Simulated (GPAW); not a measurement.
A self-consistent single point of TiCo3 (Pm-3m, 4 atoms in the cell) with GPAW

Computed with LDA (Perdew-Wang 92), GPAW PAW datasets LDA (gpaw-data 1.0.1) (plane waves; GPAW 25.7.0).

The input file:

```python
from ase import Atoms
from ase.units import GPa
from gpaw import GPAW

atoms = Atoms(['Ti', 'Co', 'Co', 'Co'],
              cell=[[3.586790, 0.000000, 0.000000],
                    [0.000000, 3.586790, 0.000000],
                    [0.000000, 0.000000, 3.586790]],
              positions=[[0.000000, 0.000000, 0.000000],
                         [1.793395, 1.793395, 0.000000],
                         [0.000000, 1.793395, 1.793395],
                         [1.793395, 0.000000, 1.793395]],
              pbc=True)

atoms.set_initial_magnetic_moments([1.0, 3.0, 3.0, 3.0])

calc = GPAW(spinpol=True,
            mode={'name': 'pw', 'ecut': 850},
            xc='LDA',
            kpts=(7, 7, 7),
            occupations={'name': 'methfessel-paxton', 'width': 0.272, 'order': 0},
            nbands=-10,
            convergence={'density': 1e-05},
            symmetry={'symmorphic': False, 'tolerance': 0.0005},
            maxiter=120,
            txt='-')

atoms.calc = calc

energy = atoms.get_potential_energy()
print('Energy (eV):', round(energy, 6))
forces = atoms.get_forces()
print('Forces (eV/Ang):')
print(forces.round(5))
stress = atoms.get_stress()
print('Stress (GPa, Voigt):', (stress / GPa).round(4))
```

Output (repeated stretches shortened):

```
Input parameters:
  convergence: {density: 1e-05}
  kpts: [7 7 7]
  maxiter: 120
  mode: {ecut: 850,
         name: pw}
  nbands: -10
  occupations: {name: methfessel-paxton,
                order: 0,
                width: 0.272}
  spinpol: True
  symmetry: {symmorphic: False,
             tolerance: 0.0005}

species:
  Ti:
    name: Titanium
    Z: 22.0
    valence: 12
    core: 10
    charge: 0.0
    file: Ti.LDA.gz

    # Using partial waves for Ti as LCAO basis

  Co:
    name: Cobalt
    Z: 27.0
    valence: 9
    core: 18
    charge: 0.0
    file: Co.LDA.gz

    # Using partial waves for Co as LCAO basis

Reference energy: -136688.749171  # eV

Spin-polarized calculation.
Initial magnetic moment: 10.000000

Convergence criteria:
 Maximum [total energy] change in last 3 cyles: 0.0005 eV / valence electron
 Maximum integral of absolute [dens]ity change: 1e-05 electrons / valence electron
 Maximum integral of absolute [eigenst]ate change: 4e-08 eV^2 / valence electron
 Maximum number of scf [iter]ations: 120

Symmetries present (total): 48
Symmetries with fractional translations: 0
343 k-points: 7 x 7 x 7 Monkhorst-Pack grid
20 k-points in the irreducible part of the Brillouin zone
       k-points in crystal coordinates                weights
   0:     0.00000000    0.00000000    0.00000000          1/343
   1:     0.14285714    0.00000000    0.00000000          6/343
   2:     0.14285714    0.14285714    0.00000000         12/343
   [... 7 lines left out ...]
          ...
  19:     0.42857143    0.42857143    0.42857143          8/343

Wave functions: Plane wave expansion
  Cutoff energy: 850.000 eV
  Number of coefficients (min, max): 2553, 2617
  Pulay-stress correction: 0.000000 eV/Ang^3 (de/decut=0.000000)

Occupation numbers: Methfessel-Paxton:
  width: 0.2720  # eV
  order: 0

Eigensolver

Densities:
  Coarse grid: 25*25*25 grid
  Fine grid: 50*50*50 grid
  Total Charge: 0.000000

Density mixing:
  Method: difference
  Backend: pulay
  Linear mixing parameter: 0.05
  old densities: 5
  Damping of long wavelength oscillations: 50

Hamiltonian:
  XC and Coulomb potentials evaluated on a 50*50*50 grid
  External potential:
    NoExternalPotential

Number of atoms: 4
Number of atomic orbitals: 40
Number of bands in calculation: 34
Number of valence electrons: 39
Bands to converge: occupied

Density initialized from atomic densities
  34 bands from LCAO basis set

Atomic positions and initial magnetic moments

Positions:
   0 Ti     0.000000    0.000000    0.000000    ( 0.0000,  0.0000,  1.0000)
   1 Co     1.793395    1.793395    0.000000    ( 0.0000,  0.0000,  3.0000)
   2 Co     0.000000    1.793395    1.793395    ( 0.0000,  0.0000,  3.0000)
   3 Co     1.793395    0.000000    1.793395    ( 0.0000,  0.0000,  3.0000)

Unit cell:
           periodic     x           y           z      points  spacing
  1. axis:    yes    3.586790    0.000000    0.000000    25     0.1435
  2. axis:    yes    0.000000    3.586790    0.000000    25     0.1435
  3. axis:    yes    0.000000    0.000000    3.586790    25     0.1435

  Lengths:   3.586790   3.586790   3.586790
  Angles:   90.000000  90.000000  90.000000

Effective grid spacing dv^(1/3) = 0.1435

     iter     time        total  log10-change:  magmom
                         energy   eigst   dens
iter:   1 --:--:--   -35.221924                   +10.0183
iter:   2 --:--:--   -37.182617   -0.65  -1.50    +5.2453
iter:   3 --:--:--   -37.152671   -1.60  -1.50    +2.7451
iter:   4 --:--:--   -37.193968   -2.03  -1.59    +2.5179
iter:   5 --:--:--   -37.171088   -1.45  -1.68    +2.5173
iter:   6 --:--:--   -37.062775   -2.96  -1.85    +2.4231
iter:   7 --:--:--   -37.048395   -2.25  -2.03    +2.3343
iter:   8 --:--:--   -37.021751   -2.67  -2.22    +2.2098
iter:   9 --:--:--   -37.015347   -3.97  -2.43    +2.2661
iter:  10 --:--:--   -37.010449c  -3.69  -2.60    +2.4406
iter:  11 --:--:--   -37.010758c  -4.58  -3.15    +2.4068
iter:  12 --:--:--   -37.012632c  -3.78  -3.47    +2.2322
iter:  13 --:--:--   -37.014856c  -3.38  -3.36    +1.9495
iter:  14 --:--:--   -37.019949c  -3.08  -2.97    +1.5230
iter:  15 --:--:--   -37.025727c  -3.12  -2.69    +1.1153
   [... 43 lines left out ...]
iter:  59 --:--:--   -37.018999c  -5.78  -4.23    +0.8912
iter:  60 --:--:--   -37.019246c  -6.00  -4.22    +0.9006
iter:  61 --:--:--   -37.019283c  -6.24  -3.56    +0.8863
iter:  62 --:--:--   -37.019007c  -5.81  -3.57    +0.8693
iter:  63 --:--:--   -37.019064c  -7.10  -4.06    +0.8676
iter:  64 --:--:--   -37.019040c  -7.72c -4.94    +0.8700
iter:  65 --:--:--   -37.019053c  -6.88  -4.57    +0.8762
iter:  66 --:--:--   -37.019084c  -6.24  -5.25c   +0.8615
iter:  67 --:--:--   -37.019155c  -5.34  -4.64    +0.8254
iter:  68 --:--:--   -37.019175c  -6.33  -4.18    +0.8198
iter:  69 --:--:--   -37.019150c  -6.52  -4.07    +0.8309
iter:  70 --:--:--   -37.019195c  -5.96  -4.18    +0.8112
iter:  71 --:--:--   -37.019206c  -7.35  -4.00    +0.8110
iter:  72 --:--:--   -37.019194c  -8.48c -3.95    +0.8114
iter:  73 --:--:--   -37.019188c  -8.34c -4.01    +0.8108
iter:  74 --:--:--   -37.019196c  -8.92c -4.04    +0.8106
iter:  75 --:--:--   -37.019132c  -7.51c -4.00    +0.8109
iter:  76 --:--:--   -37.019125c  -8.26c -4.71    +0.8107
iter:  77 --:--:--   -37.019132c  -8.83c -5.12c   +0.8105

Converged after 77 iterations.

Dipole moment: (-0.000000, 0.000000, -0.000000) |e|*Ang

Total magnetic moment: (0.000000, 0.000000, 0.810522)
Local magnetic moments:
   0 Ti ( 0.000000,  0.000000, -0.078732)
   1 Co ( 0.000000,  0.000000,  0.308285)
   2 Co ( 0.000000,  0.000000,  0.308285)
   3 Co ( 0.000000,  0.000000,  0.308285)

Energy contributions relative to reference atoms: (reference = -136688.749171)

Kinetic:        +23.711741
Potential:      -20.429658
External:        +0.000000
XC:             -40.047012
Entropy (-ST):   -0.216889
Local:           -0.145759
SIC:             +0.000000
--------------------------
Free energy:    -37.127576
Extrapolated:   -37.019132

Spin contamination: 0.129340 electrons
Showing only first 2 kpts
                      Up                     Down
 Kpt  Band  Eigenvalues  Occupancy  Eigenvalues  Occupancy
  0    17     10.63126    0.00525     10.94217    0.00001
  0    18     10.63126    0.00525     10.94217    0.00001
  0    19     10.63126    0.00525     10.94217    0.00001
  0    20     12.56273    0.00000     12.68350    0.00000

  1    17     10.20795    0.36016     10.48015    0.03809
  1    18     10.28523    0.22366     10.62387    0.00586
  1    19     10.63151    0.00523     10.94243    0.00001
  1    20     11.77867    0.00000     11.90586    0.00000

Fermi level: 10.13908

No gap
No difference between direct/indirect transitions
Energy (eV): -37.019132

Forces in eV/Ang:
  0 Ti    0.00000    0.00000    0.00000
  1 Co   -0.00000   -0.00000   -0.00000
  2 Co   -0.00000   -0.00000   -0.00000
  3 Co   -0.00000   -0.00000   -0.00000

Stress tensor:
     0.100901     0.000000     0.000000
     0.000000     0.100901     0.000000
     0.000000     0.000000     0.100901
Stress (GPa, Voigt): [16.1661 16.1661 16.1661  0.      0.      0.    ]
```

The run converged in 77 iterations. GPAW prints stress with tension positive.

The starting cell comes from a database of computed structures (which also holds hypothetical and non-ambient phases and stackings), without a prior relaxation at this level. The moments shrank to a small part of their start, a low-spin state that need not be the lowest. With a pressure of about -16 GPa the cell is away from its equilibrium volume at this level.

Cost on one core of a shared machine: roughly 6 min.
